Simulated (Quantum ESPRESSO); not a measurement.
# Several settings converged on W (Im-3m, 1 atom in the cell)

```
CELL_PARAMETERS angstrom
     -1.57210     1.57210     1.57210
      1.57210    -1.57210     1.57210
      1.57210     1.57210    -1.57210
ATOMIC_POSITIONS crystal
  W  0.00000 0.00000 0.00000
```

Base method: PBE, SSSP 1.1.2 efficiency (PBE) pseudopotentials (plane waves; Quantum ESPRESSO).

Base settings: ecutwfc = 40 Ry; ecutrho = 320 Ry; occupations = smearing; smearing = fermi-dirac; degauss = 0.0073499 Ry; potentials = {W: W_pbe_v1.2.uspp.F.UPF}; K_POINTS = automatic 13 13 13 0 0 0; conv_thr = 1e-11 Ry; mixing_beta = 0.7.

The count of work is k-points × plane waves × bands × iterations; it is no time. Core times come from one kind of shared machine, to one figure; runs under 30 s give none.

**The cutoff for other potential files**

Level: DFT, PBE, plane waves, PseudoDojo stringent norm-conserving (PBE) pseudopotentials.

In this ladder: ecutrho = default; pseudopotentials = {W: W.upf}.

The second cell is the first with its lattice scaled by 0.98.

The mesh stays at the base's, so the ladder's end is converged at best in this setting alone.

Only quantities that move along the ladder and can be compared are tabulated.

| ecutwfc | free energy less the last step's (meV/atom) | energy of the compressed cell less the first (meV/atom) | pressure (GPa) | count of work / last |
|---|---|---|---|---|
| 34 Ry | 1536.69 | 139.17 | -41.22 | 0.087 |
| 41 Ry | 476.08 | 138.11 | -12.42 | 0.13 |
| 52 Ry | 44.54 | 136.53 | 8.48 | 0.16 |
| 64 Ry | 5.68 | 136.19 | 12.10 | 0.25 |
| 75 Ry | 3.62 | 135.87 | 12.14 | 0.35 |
| 90 Ry | 2.39 | 135.71 | 12.18 | 0.46 |
| 112 Ry | 1.39 | 135.49 | 12.10 | 0.57 |
| 150 Ry | 0.00 | 135.26 | 12.11 | 1.0 |

State of the free energy at the end of the ladder: still drifting one way, by 2.4 meV/atom over the last two steps, so the last step is no safe reference.

Coarsest ecutwfc that holds the pressure within 0.2 GPa of the last step, with all finer ones: 64 Ry, at 0.25 of the last step's count of work; the step before is off by 3.6 GPa.

State of the energy of the compressed cell less the first at the end of the ladder: still drifting one way, by 0.45 meV/atom over the last two steps, so the last step is no safe reference.

At the lowest cutoff the pressure lies 53.3 GPa under the last step's, the usual sign of Pulay stress in an incomplete plane-wave basis.

**The relaxed cell against the cutoff**

In this ladder: calculation = vc-relax; tprnfor = default; tstress = default. Moved along: ecutrho.

The mesh stays at the base's, so the ladder's end is converged at best in this setting alone.

Only quantities that move along the ladder and can be compared are tabulated.

```tsv
ecutwfc	relaxed volume (Å³/atom)	relaxation steps	core time / last (rough)
20 Ry	14.089	2	–
24 Ry	15.497	1	–
28 Ry	16.104	3	0.2
34 Ry	15.993	3	0.2
40 Ry	15.942	3	0.4
48 Ry	16.064	3	0.5
60 Ry	16.134	3	0.5
80 Ry	16.124	3	1
```

Coarsest ecutwfc that holds the relaxed volume within 0.081 Å³/atom of the last step, with all finer ones: 48 Ry; the step before is off by 0.18 Å³/atom.

At the lowest cutoff the cell relaxes to a volume 13 % smaller than at the highest.

On the base run: the starting cell has typed, rounded lattice constants, without a prior relaxation at this level. Its lattice was rescaled by up to half a per cent. Spin polarisation is off.
